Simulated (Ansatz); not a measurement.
# Carrier properties of monolayer TiS2

Consider the following.

```yaml
crystal:
  lattice:
    - [3.58378, 0.00000, 0.00000]
    - [-1.79189, 3.10364, 0.00000]
    - [0.00000, 0.00000, 18.78370]
  atoms:
    - { symbol: Ti, position: [0.00000, 0.00000, 0.50000] }
    - { symbol: S, position: [0.33333, 0.66667, 0.57171] }
    - { symbol: S, position: [0.66667, 0.33333, 0.42829] }
```

Calculation: PBE with spin-orbit coupling, rigid bands (plane waves, PAW; Ansatz, a first-principles code). Condition of this run: biaxial strain +5 % with spin-orbit coupling. How the cell was made: cell and atoms relaxed with PBE, then loaded as said.

```yaml
band_gap: 0.50 eV
electron conductivity mass (300 K, dilute): 0.80 mₑ
hole conductivity mass (300 K, dilute): 0.191 mₑ
effective density of states N_c (300 K): 4.3e13 cm⁻²
effective density of states N_v (300 K): 2.0e12 cm⁻²
Seebeck coefficient, n-type 1.9e12 cm⁻², 300 K: -453 μV/K
Seebeck coefficient, p-type 1.9e12 cm⁻², 300 K: 195 μV/K
```

Rigid bands; masses and Seebeck coefficients take one relaxation time τ for all states and one kind of carrier; polarons and phonon drag are left out.
